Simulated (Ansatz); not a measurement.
# Ag, response to strain

The parent structure is Ag in the fcc (Cu type) structure (space group Fm-3m, No. 225; a = 4.105 Å; relaxed with 0.1 eV smearing). Axes: x, y, z lie along the cube axes.

Strains are applied to the cell and any free atomic positions relax; under biaxial strain the out-of-plane vector relaxes too.

Computed with r2SCAN in Ansatz (plane waves to 500 eV, PAW, no spin-orbit coupling), earlier PAW set.

Notes on the quantities. pressure: mean of the normal stresses, compression positive; energy relative to the base: free energy F.

| case | shortest interatomic distance | pressure | energy relative to the base | space group |
|---|---|---|---|---|
| base | 2.902 Å | 0.0 GPa | 0 meV/atom | Fm-3m (No. 225) |
| biaxial strain −2.40 %, plane normal [001], relaxed out of plane | 2.833 Å | 1.7 GPa | +6.1 meV/atom | I4/mmm (No. 139) |
| biaxial strain −1.80 %, plane normal [001], relaxed out of plane | 2.850 Å | 1.2 GPa | +3.3 meV/atom | I4/mmm (No. 139) |
| isotropic strain −0.58 % | 2.886 Å | 1.9 GPa | +1.7 meV/atom | Fm-3m (No. 225) |
| isotropic strain +0.23 % | 2.909 Å | -0.7 GPa | +0.3 meV/atom | Fm-3m (No. 225) |
| isotropic strain +2.32 % | 2.970 Å | -5.8 GPa | +24 meV/atom | Fm-3m (No. 225) |
| isotropic strain +2.64 % | 2.979 Å | -6.4 GPa | +31 meV/atom | Fm-3m (No. 225) |
| uniaxial strain ε_xx = −0.81 % | (withheld) | (withheld) | (withheld) | I4/mmm (No. 139) |
| uniaxial strain ε_zz = −5.89 % | 2.818 Å | 7.6 GPa | +26 meV/atom | I4/mmm (No. 139) |
| tensor shear ε_yz = +2.87 % | 2.819 Å | 0.4 GPa | +8.2 meV/atom | Immm (No. 71) |

Question: What belongs in the blanks?

Answer: 
- uniaxial strain ε_xx = −0.81 %, shortest interatomic distance: 2.891 Å
- uniaxial strain ε_xx = −0.81 %, pressure: 0.9 GPa
- uniaxial strain ε_xx = −0.81 %, energy relative to the base: +0.4 meV/atom

Stability against distortions was not tested.

Ansatz is a quantum-chemistry and plane-wave program.
